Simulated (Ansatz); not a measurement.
We consider antifluorite Be₂C, described by PBE-D3(BJ) in Ansatz (PAW).

Numerical settings: plane-wave cutoff 520 eV, 14×14×14 k mesh, Fermi–Dirac smearing 0.01 eV, scalar-relativistic PAW data made under PBE.

Cell (relaxed at this level):

```cif
data_CBe2
_chemical_formula_sum 'Be2 C1'
_space_group_name_H-M_alt 'P 1'
_space_group_IT_number 1
_cell_length_a 3.02245
_cell_length_b 3.02245
_cell_length_c 3.02245
_cell_angle_alpha 60.000
_cell_angle_beta 60.000
_cell_angle_gamma 60.000
loop_
_space_group_symop_operation_xyz
  'x, y, z'
loop_
_atom_site_label
_atom_site_type_symbol
_atom_site_fract_x
_atom_site_fract_y
_atom_site_fract_z
_atom_site_occupancy
Be1 Be 0.25000 0.25000 0.25000 1
Be2 Be 0.75000 0.75000 0.75000 1
C1 C 0.00000 0.00000 0.00000 1
```

Problem. Give the computed bulk modulus B0, band gap, smallest direct gap on the k points sampled and pressure derivative B′ of the bulk modulus.

Solution. 
* **bulk modulus B0**: 214 GPa
* **band gap**: 1.19 eV (indirect)
* **smallest direct gap on the k points sampled**: 4.21 eV
* **pressure derivative B′ of the bulk modulus**: 3.5

Computed values are for the static lattice.

The result took about 13 core-seconds (a rough figure).

Ansatz is a quantum-chemistry and plane-wave program.
